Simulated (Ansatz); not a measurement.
Consider InSb in the zinc blende structure (space group F-43m, No. 216; a = 6.6346 Å).

(Cell as relaxed with PBE.)

Levels (all Ansatz, a quantum-chemistry and plane-wave program, PAW): PBE (420 eV, no SOC); r2SCAN (500 eV, scalar-relativistic without spin-orbit coupling).

Each level relaxes its own structure.

```csv
base,PBE,r2SCAN
volume per atom,36.51 Å³,35.22 Å³
lattice parameter a,6.635 Å,6.556 Å
band gap,zero,zero
```

Modification: full substitution In → Ga, then cell and atoms are relaxed.

```
quantity                           PBE  r2SCAN
-----------------------------  -------  ------
band gap                          zero       ?
shortest interatomic distance  2.691 Å       ?
```

What does r2SCAN give?


- band gap, r2SCAN: 0.41 eV
- shortest interatomic distance, r2SCAN: 2.656 Å

They disagree on the band gap; PBE's shortest interatomic distance lies 0.035 Å above r2SCAN's (1.3 %). Neither level is exact; r2SCAN is the comparison here, not a measurement.

Spin-orbit coupling, missing from the scalar runs, can matter with Sb. No phonon test of stability was made. The final runs are not spin-polarised. Gaps under 0.05 eV, about the width of the smearing, are given as zero. The zero or small gap of GaSb and InSb can change with the level of theory.
